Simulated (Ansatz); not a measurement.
Input and output of a relaxation of cell and atoms for Sc (P6_3/mmc, 2 atoms in the cell) (Ansatz, an electronic-structure program).

Method of the run: PBEsol, default PAW files made with PBE (plane waves; Ansatz).

```xyz
2
Lattice="3.3113 0.0000 0.0000 -1.6556 2.8677 0.0000 0.0000 0.0000 5.3651" Properties=species:S:1:pos:R:3 pbc="T T T"
Sc     0.0000     1.9118     1.3413
Sc     1.6556     0.9559     4.0238
```
Moments meant for the start (each program seeds them in its own way; μB, in the order of the atoms Sc Sc): 1.0 1.0.

Reference input (self-consistent single point, DFT, PBEsol, plane waves, default PAW files made with PBE): kpoints.mp_grid.grid = 9 9 5; hamiltonian.xc = pbesol; hamiltonian.pseudopotentials = {kind: paw} (the program's default PAW files); magnetization.spin_polarized = true; scf.occupations.method = gaussian; scf.occupations.width = 0.2 eV. This run's input differs from it in these lines:

```diff
@@ -18,2 +18,4 @@
   occupations: { method: gaussian, width: 0.2 }
+relax:
+  cell: { p_target: "-2.0 GPa" }
 output:
```

Output, abridged:

```
   [... SCF lines of the steps left out ...]
relax step   1: F+E_penalty+E_count = -4222.72466978 eV  Δ(F+E_penalty+E_count) = +0.000e0 eV  max|allowed force component| = 1.388e-17 eV/Å  Δτ_max = 0.0000 Å  P = -3.567 GPa  Ω = 50.945 Å³  (14 SCF iters, dr2 threshold 1.00e-7 eV, accepted)
relax step   2: F+E_penalty+E_count = -4222.76629022 eV  Δ(F+E_penalty+E_count) = -4.162e-2 eV  max|allowed force component| = 1.642e-16 eV/Å  Δτ_max = 0.0000 Å  P = -1.874 GPa  Ω = 49.092 Å³  energy of the carried Pulay correction = +1.260e-4 eV  [...]
relax step   3: F+E_penalty+E_count = -4222.76600414 eV  Δ(F+E_penalty+E_count) = +2.861e-4 eV  max|allowed force component| = 2.961e-16 eV/Å  Δτ_max = 0.0000 Å  P = -1.986 GPa  Ω = 49.181 Å³  energy of the carried Pulay correction = +1.196e-4 eV  [...]
relax step   4: F+E_penalty+E_count = -4222.76579557 eV  Δ(F+E_penalty+E_count) = +2.086e-4 eV  max|allowed force component| = 1.388e-16 eV/Å  Δτ_max = 0.0000 Å  P = -2.002 GPa  Ω = 49.198 Å³  energy of the carried Pulay correction = +1.184e-4 eV  [...]
relax step   5: F+E_penalty+E_count = -4222.76567556 eV  Δ(F+E_penalty+E_count) = +1.200e-4 eV  max|allowed force component| = 6.939e-17 eV/Å  Δτ_max = 0.0000 Å  P = -2.002 GPa  Ω = 49.198 Å³  stress off target by 3.16e-3 GPa  SCF on the basis [...]
basis re-selected at this cell: Δ(F+E_penalty+E_count) = +1.200e-4 eV, ΔP = +0.000 GPa vs the last step
the relaxation is at rest under the 24 symmetry operations that the run kept from its start: a minimum is not shown …
the relaxation's final electronic state is not compared with the one that a single-point calculation of its input finds at the relaxed geometry …
Magnetization: -0.0000 μB (11.0000 up, 11.0000 down)
   [... lines left out ...]
Absolute magnetization: 0.0000 μB (∫|ρ↑−ρ↓|, with the PAW one-centre terms)
Free energy (F): -4222.765676 eV
Fermi energy:    9.172004 eV
   [... lines left out ...]
  cell:  # Å, volume = 49.1982 Å³
    - [3.3152873667552414, 5.160894306593231e-34, -7.02455058397412e-34]
    - [-1.6576436833776207, 2.8711230804556562, 5.995311722962734e-34]
    - [-1.138146687437148e-33, 4.645496683416931e-34, 5.168640389280714]
  atoms:
    - { symbol: Sc, position: [0.3333333333333333, 0.6666666666666666, 0.25] }
    - { symbol: Sc, position: [0.6666666666666666, 0.3333333333333333, 0.75] }
```

The run converged.  The full log also holds: “iter 8 did not close the SCF: its close was put off for a magnetic moment that had not settled (scf_convergence_deferred on its scf_iter line)”. The full log also holds: “iter 9 did not close the SCF: its close was put off for a magnetic moment that had not settled (scf_convergence_deferred on its scf_iter line)”.

Summary of the result:
| Property | Value |
|---|---|
| Free energy E − TS (on the zero of these files) | -4222.7657 eV |
| Fermi level (on the code's own zero) | 9.17 eV |
| Pressure | -2.00 GPa |
| Size of the cell's spin moment | 0.00 μB |
| Final cell | a = b = 3.3153 Å, c = 5.1686 Å, α = β = 90.00°, γ = 120.00° |
| Final volume per atom | 24.60 Å³ |
| Relaxation steps | 5 |

The starting cell comes from a database of computed structures (which also holds hypothetical and non-ambient phases and stackings), without a prior relaxation at this level. Its lattice was rescaled by a random factor within 2.5 % of one. The starting moments vanished: the run ended non-magnetic. The program warned that a starting moment was not kept. The relaxation keeps the symmetry of its start, so its end need not be a minimum. Ansatz's pressure includes its estimate of the finite-basis (Pulay) stress.

Cost on one core of a shared machine: roughly 40 s.

Keys are those of Ansatz 0.2.
